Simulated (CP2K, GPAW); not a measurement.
A CP2K input for a self-consistent single point of GaN (F-43m, 2 atoms in the cell) (DFT PBEsol, GPW, DZVP-MOLOPT-SR-GTH basis, GTH-PBE potentials (GTH_POTENTIALS)):

```
&GLOBAL
  PROJECT gan
  RUN_TYPE ENERGY_FORCE
  PRINT_LEVEL MEDIUM
&END GLOBAL
&FORCE_EVAL
  METHOD Quickstep
  STRESS_TENSOR ANALYTICAL
  &DFT
    BASIS_SET_FILE_NAME BASIS_MOLOPT
    POTENTIAL_FILE_NAME GTH_POTENTIALS
    &QS
      METHOD GPW
      EPS_DEFAULT 1E-10
    &END QS
    &MGRID
      CUTOFF 600
      REL_CUTOFF 50
      NGRIDS 5
    &END MGRID
    &SCF
      SCF_GUESS ATOMIC
      EPS_SCF 1E-7
      MAX_SCF 100
      ADDED_MOS 4
      &DIAGONALIZATION
        ALGORITHM STANDARD
      &END DIAGONALIZATION
      &MIXING
        METHOD BROYDEN_MIXING
        ALPHA 0.3
        NBUFFER 10
        BETA 1.5
      &END MIXING
    &END SCF
    &KPOINTS
      SCHEME MONKHORST-PACK 6 6 6
      GAMMA_CENTERED T
    &END KPOINTS
    &XC
      &XC_FUNCTIONAL
        &PBE
          PARAMETRIZATION PBESOL
        &END PBE
      &END XC_FUNCTIONAL
    &END XC
    &PRINT
      &MO
        EIGENVALUES T
        OCCUPATION_NUMBERS T
        NDIGITS 8
        FILENAME mo
        &EACH
          QS_SCF 0
        &END EACH
        ADD_LAST NUMERIC
      &END MO
      &MULLIKEN ON
      &END MULLIKEN
    &END PRINT
  &END DFT
  &SUBSYS
    &CELL
      ABC 3.22166800 3.22166771 3.22166795
      ALPHA_BETA_GAMMA 60.00000637 59.99999947 59.99999706
      PERIODIC XYZ
    &END CELL
    &COORD
      SCALED
      Ga       0.00000000     0.00000000     0.00000000
      N        0.75000000     0.75000000     0.75000000
    &END COORD
    &KIND Ga
      BASIS_SET DZVP-MOLOPT-SR-GTH-q13
      POTENTIAL GTH-PBE-q13
    &END KIND
    &KIND N
      BASIS_SET DZVP-MOLOPT-SR-GTH-q5
      POTENTIAL GTH-PBE-q5
    &END KIND
  &END SUBSYS
  &PRINT
    &FORCES ON
    &END FORCES
    &STRESS_TENSOR ON
    &END STRESS_TENSOR
  &END PRINT
&END FORCE_EVAL
```

Q: Give the GPAW input for the same structure, mesh, smearing and functional.

A: One input that does it (others would too):

```python
from ase import Atoms
from ase.units import GPa
from gpaw import GPAW, PW

atoms = Atoms(['Ga', 'N'],
              cell=[[0.000000, 2.278063, 2.278063],
                    [2.278063, 0.000000, 2.278063],
                    [2.278063, 2.278063, 0.000000]],
              scaled_positions=[[0.000000, 0.000000, 0.000000],
                                [0.750000, 0.750000, 0.750000]],
              pbc=True)

calc = GPAW(mode=PW(900),
            xc='PBEsol',
            kpts={'size': (6, 6, 6), 'gamma': True},
            occupations={'name': 'fixed-uniform'},
            nbands=-4,
            convergence={'density': 1e-05, 'bands': -2},
            symmetry={'symmorphic': False, 'tolerance': 0.0005},
            maxiter=150)

atoms.calc = calc

energy = atoms.get_potential_energy()
print('Energy (eV):', round(energy, 6))
forces = atoms.get_forces()
print('Forces (eV/Ang):')
print(forces.round(5))
stress = atoms.get_stress()
print('Stress (GPa, Voigt):', (stress / GPa).round(4))
```

Basis, cutoffs, solver keys and any potentials are the target program's own. This input uses DFT PBEsol, plane waves, GPAW PAW datasets PBEsol (made by gpaw-setup). Both were run: gap on the mesh 1.392 eV in CP2K and 1.574 in GPAW.

On GPAW: the starting cell comes from a database of computed structures (which also holds hypothetical and non-ambient phases and stackings), without a prior relaxation at this level. Its lattice was rescaled by a random factor within 2.5 % of one.

On CP2K: the starting cell comes from a database of computed structures (which also holds hypothetical and non-ambient phases and stackings), without a prior relaxation at this level. Its lattice was rescaled by a random factor within 2.5 % of one. Values carry the incompleteness of an atom-centred basis. The potentials were made for another functional than the one used. With a pressure of about -4 GPa the cell is away from its equilibrium volume at this level.
